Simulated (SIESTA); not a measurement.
Input and output of a self-consistent single point for CsScW₂O₈ (C2/m, 12 atoms in the cell) (SIESTA).

Level of theory: GGA PBEsol+U, numerical atomic orbitals DZP, PseudoDojo PBEsol standard norm-conserving potentials (rewritten from UPF to PSML) (SIESTA).

```yaml
crystal:
  lattice:
    - [4.83010, -2.99973, 0.00000]
    - [4.83010, 2.99973, 0.00000]
    - [-0.64498, 0.00000, 8.78987]
  atoms:
    - { symbol: Cs, position: [0.00000, 0.00000, 0.50000] }
    - { symbol: Sc, position: [0.00000, 0.00000, 0.00000] }
    - { symbol: W, position: [0.36735, 0.36735, 0.19149] }
    - { symbol: W, position: [0.63265, 0.63265, 0.80851] }
    - { symbol: O, position: [0.31885, 0.31885, 0.38180] }
    - { symbol: O, position: [0.68115, 0.68115, 0.61820] }
    - { symbol: O, position: [0.21812, 0.72284, 0.16535] }
    - { symbol: O, position: [0.78188, 0.27716, 0.83465] }
    - { symbol: O, position: [0.27716, 0.78188, 0.83465] }
    - { symbol: O, position: [0.72284, 0.21812, 0.16535] }
    - { symbol: O, position: [0.21530, 0.21530, 0.05728] }
    - { symbol: O, position: [0.78470, 0.78470, 0.94272] }
```

Reference input (self-consistent single point, DFT, GGA PBEsol, numerical atomic orbitals DZP, PseudoDojo PBEsol standard norm-conserving potentials (rewritten from UPF to PSML)): XC.functional = GGA; XC.authors = PBEsol; potentials = PseudoDojo PBEsol standard; PAO.BasisSize = DZP; PAO.EnergyShift = 0.01 Ry; MeshCutoff = 350 Ry; kgrid.MonkhorstPack = 3 3 2; OccupationFunction = MP; OccupationMPOrder = 0; ElectronicTemperature = 0.02 eV; MaxSCFIterations = 150; SCF.Mixer.Method = Pulay. This run's input differs from it in these lines:

```diff
@@ -47,2 +47,11 @@
 ElectronicTemperature        0.02 eV
+DFTU.ProjectorGenerationMethod 2
+DFTU.CutoffNorm              0.9
+DFTU.FirstIteration          true
+%block DFTU.proj
+  Sc 1
+  n=3 2
+  2.00 0.00
+  0.00 0.00
+%endblock DFTU.proj
```

Log, with long lists cut:

```
        iscf     Eharris(eV)        E_KS(eV)     FreeEng(eV)     dDmax    Ef(eV) dHmax(eV)
   scf:    1    -9542.965782    -9623.208525    -9623.208525  1.823739 -7.023289 22.067159
   scf:    2    -9668.207613    -9647.453180    -9647.453180  0.078885 -3.397082 15.501040
   scf:    3    -9659.210397    -9666.726994    -9666.726994  0.208894 -3.963372  4.023304
   scf:    4    -9666.888236    -9668.270791    -9668.270791  0.072030 -5.856677  2.906752
   scf:    5    -9668.528306    -9668.440051    -9668.440051  0.027700 -6.090419  2.547980
   scf:    6    -9669.098998    -9668.929740    -9668.929740  0.032326 -6.604657  0.390676
   [... lines left out ...]
hubbard_term: recalculating local occupations    8
hubbard_term: maximum change in local occup.    0.000944
   scf:   14    -9668.836689    -9668.836641    -9668.836641  0.000926 -6.703796  0.001165
hubbard_term: recalculating local occupations    9
hubbard_term: maximum change in local occup.    0.000937
   scf:   15    -9668.836651    -9668.836651    -9668.836651  0.000018 -6.703920  0.001295
hubbard_term: recalculating local occupations   10
hubbard_term: maximum change in local occup.    0.000955
   scf:   16    -9668.836629    -9668.836629    -9668.836629  0.000076 -6.703794  0.000401
SCF Convergence by DM+H criterion
max |DM_out - DM_in|         :     0.0000764816
max |H_out - H_in|      (eV) :     0.0004005723
DFT+U population converged by dTol_pop criteria:
max |pop(DFT+U)_i - pop(DFT+U)_j|:     0.0009548948
SCF cycle converged after 16 iterations

Using DM_out to compute the final energy and forces
hubbard_term: recalculating local occupations   11
hubbard_term: maximum change in local occup.    0.000955
hubbard_term: recalculating Hamiltonian and forces

siesta: E_KS(eV) =            -9668.8378

siesta: E_KS - E_eggbox =     -9668.8378

siesta: Atomic forces (eV/Ang):
     1   -0.000000   -0.000000   -0.000000
     2    0.000000    0.000000   -0.000000
     3   -0.027482    0.000000   -0.401537
     4    0.027483   -0.000000    0.401537
     5    0.270251   -0.000000   -0.722152
   [... lines left out ...]
siesta: FreeEng =     -9668.837838
siesta: Cell volume =        254.712034 Ang**3
siesta:         -47.58314471        -23.68260545  kBar
   [... lines left out ...]
     1     0.516912    8.483088  Cs
     2     0.715087   10.284913  Sc
     3     1.301051   12.698949  W
     4     1.301051   12.698949  W
     5    -0.426103    6.426103  O
     6    -0.426103    6.426103  O
     7    -0.510992    6.510992  O
     8    -0.510992    6.510992  O
     9    -0.510992    6.510992  O
    10    -0.510992    6.510992  O
    11    -0.468964    6.468964  O
    12    -0.468964    6.468964  O
 Total     0.000000
```

The run converged in 16 iterations. Against the reference run the pressure goes from -5.49 to -4.76 GPa, the largest force goes from 0.772 to 0.913 eV/Å and the gap on the mesh goes from 3.626 to 3.793 eV.

The starting cell comes from a database of computed structures (which also holds hypothetical and non-ambient phases and stackings), without a prior relaxation at this level. Spin-orbit coupling is off. Spin polarisation is off. The U value is a test value, and with U on an open shell several self-consistent states can exist. Values carry the incompleteness of an atom-centred basis. The basis of the alkali or alkaline-earth atoms may lack their empty d shell, which can raise the gap. With a pressure of about -5 GPa the cell is away from its equilibrium volume at this level.

Cost on one core of a shared machine: roughly 2 min.
